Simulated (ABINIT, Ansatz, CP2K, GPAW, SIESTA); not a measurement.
## One structure in several programs: MgS (Fm-3m, 2 atoms in the cell)

Band-structure calculation.

```
MgS
1.0
    0.00000     2.61924     2.61924
    2.61924     0.00000     2.61924
    2.61924     2.61924     0.00000
Mg S
1 1
Direct
  0.00000   0.00000   0.00000
  0.50000   0.50000   0.50000
```

Shared settings, as Ansatz (a program for electronic structure) writes them: kpoints.mp_grid.grid = 7 7 7; scf.occupations.method = fermi_dirac; scf.occupations.width = 0.02 eV. Potentials and cutoffs stand in the table.

```
code                                                                                                                      model  gap along the path (eV)  smallest direct gap (eV)        cutoff
------  -----------------------------------------------------------------------------------------------------------------------  -----------------------  ------------------------  ------------
SIESTA  GGA PBE, numerical atomic orbitals DZP, PseudoDojo PBE standard norm-conserving potentials (rewritten from UPF to PSML)                     2.65                      3.69   grid 300 Ry
GPAW                                                                               PBE, GPAW PAW datasets PBE (gpaw-data 1.0.1)                     2.75                      3.56        850 eV
ABINIT                                                 PBE, norm-conserving pseudopotentials (PseudoDojo nc-sr-05 PBE standard)                     2.74                      3.56         42 Ha
Ansatz                                                                                                           PBE, PAW files                     2.75                      3.56        420 eV
CP2K                                                    PBE, GPW, DZVP-MOLOPT-SR-GTH basis, GTH-PBE potentials (GTH_POTENTIALS)                     2.61                      3.46  grid 1000 Ry
```

The spread over the programs that give each value: gap along the path within 0.14 eV; smallest direct gap within 0.23 eV.

SIESTA and CP2K use small atom-centred bases, whose incompleteness enters pressures, forces and empty levels differently from a plane-wave cutoff.

The starting cell comes from a database of computed structures (which also holds hypothetical and non-ambient phases and stackings), without a prior relaxation at this level. Its lattice was rescaled by a random factor within 2.5 % of one.

Left out of this page: Quantum ESPRESSO, Elk and FLEUR (not drawn, or without a comparable value).

Keys are those of Ansatz 0.2.
